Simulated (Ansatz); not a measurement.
Structure of amorphous Si₃₀N₄₁In (periodic cell):

```
CELL_PARAMETERS angstrom
      8.99318    -0.28717     0.04155
     -0.28717     9.61400    -0.16852
      0.04155    -0.16852     9.50133
ATOMIC_POSITIONS crystal
  Si 0.38033 0.20566 0.72929
  Si 0.78150 0.30241 0.85465
  Si 0.57861 0.73525 0.97372
  Si 0.04805 0.13548 0.82768
  Si 0.10618 0.67437 0.72106
  Si 0.71295 0.46962 0.37710
  Si 0.57797 0.04202 0.89945
  Si 0.10503 0.91642 0.63621
  Si 0.25944 0.95709 0.92101
  Si 0.98856 0.00207 0.12671
  Si 0.56909 0.77702 0.70567
  Si 0.68467 0.93827 0.45073
  Si 0.39935 0.50029 0.89474
  Si 0.79119 0.59001 0.79224
  Si 0.75088 0.74958 0.21843
  Si 0.87459 0.19104 0.36687
  Si 0.49458 0.94333 0.16971
  Si 0.12703 0.38359 0.79347
  Si 0.49964 0.18593 0.40147
  Si 0.85883 0.69152 0.52024
  Si 0.95330 0.70075 0.01777
  Si 0.65195 0.49239 0.07686
  Si 0.71377 0.20513 0.14291
  Si 0.37989 0.61633 0.44136
  Si 0.36971 0.88422 0.46299
  Si 0.78465 0.04561 0.66677
  Si 0.18870 0.11822 0.37668
  Si 0.20094 0.82185 0.20631
  Si 0.56674 0.39551 0.63536
  Si 0.07584 0.44333 0.47630
  N  0.44574 0.37533 0.77387
  N  0.73577 0.69009 0.66281
  N  0.61353 0.87381 0.87124
  N  0.55243 0.49774 0.48059
  N  0.71246 0.13965 0.80825
  N  0.31954 0.76373 0.33123
  N  0.46687 0.50394 0.06613
  N  0.10842 0.97774 0.26453
  N  0.39969 0.07130 0.84524
  N  0.72856 0.56478 0.22816
  N  0.97172 0.64141 0.84708
  N  0.42892 0.75075 0.56564
  N  0.77637 0.79502 0.39275
  N  0.63689 0.93034 0.62111
  N  0.68831 0.27961 0.32346
  N  0.80187 0.08289 0.48611
  N  0.19710 0.83989 0.77879
  N  0.73763 0.42258 0.73310
  N  0.19327 0.22185 0.73728
  N  0.58542 0.08021 0.08312
  N  0.32805 0.89735 0.07952
  N  0.58410 0.79230 0.15075
  N  0.12245 0.49823 0.65440
  N  0.52175 0.99002 0.36181
  N  0.88847 0.51576 0.45704
  N  0.09992 0.68238 0.12796
  N  0.23437 0.50135 0.38622
  N  0.87936 0.84382 0.10194
  N  0.34378 0.19864 0.31359
  N  0.21466 0.46981 0.92975
  N  0.96735 0.29166 0.85430
  N  0.50780 0.22204 0.57924
  N  0.72269 0.33691 0.02694
  N  0.47809 0.65417 0.83450
  N  0.03314 0.75488 0.57477
  N  0.23516 0.99916 0.51981
  N  0.09605 0.04410 0.97439
  N  0.87641 0.13236 0.19101
  N  0.04706 0.26088 0.41948
  N  0.73800 0.62322 0.97099
  N  0.96581 0.01592 0.70740
  In 0.23894 0.50086 0.15540
```

Methods: PBE, scalar-relativistic without spin-orbit coupling (Ansatz, a quantum-chemistry and plane-wave program); r2SCAN, scalar-relativistic without spin-orbit coupling (Ansatz); HSE06, scalar-relativistic without spin-orbit coupling (Ansatz). Neutral PBE cell, which sets geometry, pressure and energy: sampling: a 2×2×2 Γ-centred mesh; Fermi-Dirac width 0.02 eV; no spin polarisation. Exact exchange is cut at the faces of this 9 Å cell, which leaves hybrid gaps a finite-size error.

It comes from a melt-quench run on a machine-learned potential (CHGNet), relaxed afterwards by DFT. N atoms were pushed apart under 1.9 Å during the dynamics, to hinder bonds among them. The hot cell started wider than the set density and was brought back towards it in steps. It is the lowest in DFT energy of 2 quenches. It is a model cell: composition and starting density were chosen by hand, and all elements were melted together. No dispersion term was used. Its density started from a set value of 3.12 and ended at 3.10 g/cm³. The simulated quench (nominally 450 K/ps over its main leg) is rapid and tends to freeze in more defects than a deposited or slowly cooled glass has. Values belong to this one cell and scatter from quench to quench. Volume and shape were free in the relaxation.

Q: Give the pressure and the spacing of the highest filled and lowest empty levels.

A: 
The pressure on a 2×2×2 Γ-centred mesh comes out as 0.10 GPa and the largest force and stress component on that mesh (the relaxation ran on the zone centre alone) comes out as 0.13 eV/Å and 0.2 GPa. The level gap on a 2×2×2 Γ-centred mesh (PBE) comes out as 2.29 eV and the level gap at the zone centre (PBE) is 2.40 eV. The level gap at the zone centre (r2SCAN) comes out as 2.80 eV and the level gap at the zone centre (HSE06) is 3.72 eV. The distance between the nearest levels spread over more than a fifth of the atoms or a third of the atoms of their main element (six at least) (PBE, zone centre) is 2.63 eV.

Q: At PBE and the zone centre, how localised are the states just below and above the Fermi level (participation number: the atoms over which a state spreads)?

A: The highest filled state is spread over 7.6 atoms' worth, largest on N59, with weights by element (charge in smoothed Voronoi cells) N 0.89, Si 0.10, In 0.00. The lowest empty state is spread over 13.7 atoms' worth, largest on In72, with weights by element (charge in smoothed Voronoi cells) N 0.49, Si 0.28, In 0.22.

At PBE the levels at the filled edge of the gap are localised (band-tail or defect states).

Neighbours within Si-Si 2.60 Å, Si-N 2.20 Å, Si-In 2.78 Å, N-N 1.70 Å, N-In 2.56 Å, In-In 3.12 Å count as bonded. Two cations that share two anions don't count as bonded, nor two that share one unless they lie closer than Si-Si 2.38 Å, Si-In 2.71 Å, In-In 3.04 Å.

Added carriers, by PBE, scalar-relativistic without spin-orbit coupling run with Ansatz on the zone centre alone. Charged cells keep the cell fixed and stand in a uniform background, with no image correction, at a width of 0.01 eV; where the count is odd the moment is locked at 1 μB, unless the neutral cell bore moments. Each starts from the undistorted neutral geometry alone. PBE's self-interaction favours spread-out carriers, so it can miss traps that a hybrid finds.

Q: What happens at PBE when the cell takes an extra electron and the atoms relax?

A: Relaxation lowers the charged cell by 0.41 eV. The largest moves are In72 0.37 Å, N60 0.31 Å, N53 0.11 Å, Si5 0.07 Å. The level that holds the added charge spreads over 5.1 atoms' worth, most on In72 (weight 0.41): a localised (trapped) carrier, which neighbours of that atom can share. No bond crosses its cut-off with a change of over 0.15 Å (metal-metal contacts aside). Made neutral again at that geometry, the cell lies +0.71 eV from the neutral start.

Q: What happens at PBE when the cell takes a hole and the atoms relax?

A: Relaxation lowers the charged cell by 0.07 eV. The largest moves are N59 0.09 Å, Si27 0.06 Å, Si24 0.05 Å, N57 0.04 Å. The level that was emptied spreads over 8.0 atoms' worth, most on N59 (weight 0.30): a partly localised carrier. No bond crosses its cut-off with a change of over 0.15 Å (metal-metal contacts aside). Made neutral again at that geometry, the cell lies +0.16 eV from the neutral start.

A PBE run started with 1 μB on atoms that lack a bond or may hold spare charge lost its moments; other starts weren't tried.
